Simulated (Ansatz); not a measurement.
Mg: isotropic strain −2.00 %

Base system: Mg in the hcp (Mg type) structure (space group P6_3/mmc, No. 194; a = 3.195 Å, c = 5.197 Å; relaxed with 0.1 eV smearing).

Now apply this change: every lattice vector is shortened by 2.00 %, atoms relaxed at fixed cell.

Level of theory: Kohn–Sham DFT with the PBE functional, run in Ansatz (an electronic-structure program) with PAW and 420 eV plane waves, scalar-relativistic without spin-orbit coupling. Γ-centred 21×21×11 mesh, Fermi–Dirac width 0.1 eV.

The volume per atom decreases by 1.35 Å³, from 22.97 Å³ to 21.62 Å³ and the shortest interatomic distance falls by 6.4 pm, from 318.7 pm to 312.3 pm. The energy grows by 9.9 meV/atom and the pressure (mean of the normal stresses, compression positive) goes from zero to 2.5 GPa. The band gap stays zero.

Final structure:

```xyz
2
Lattice="3.1313 0.0000 0.0000 -1.5657 2.7118 0.0000 0.0000 0.0000 5.0927" Properties=species:S:1:pos:R:3 pbc="T T T"
Mg     1.5657     0.9039     3.8195
Mg     0.0000     1.8079     1.2732
```

Whether these cells are dynamically stable was not tested.
